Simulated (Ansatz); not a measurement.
## TiC under a change: Ti on a C site (antisite), symmetric start

The reference is a 24-atom supercell of TiC in the rock salt structure (space group Fm-3m, No. 225; a = 4.2933 Å) at its relaxed geometry.

One thing is altered: one C atom is replaced by Ti, atoms relaxed at fixed cell.

Computed with Ansatz (a program for electronic structure) PBEsol, without spin-orbit coupling. Γ-centred 7×5×7 mesh, Fermi–Dirac width 0.05 eV.

The pressure goes from zero to 14.5 GPa and the energy gained by relaxation amounts to 2.98 eV. The mean distance from the defect site to its nearest host atoms increases by 0.208 Å, from 2.15 Å to 2.35 Å.

In so small a cell the defect repeats every few ångströms: this is an ordered compound, not a dilute defect. The defect started on the symmetric site and kept its symmetry, so it may sit on a saddle. The final runs are not spin-polarised. The defect cell is not spin-polarised.
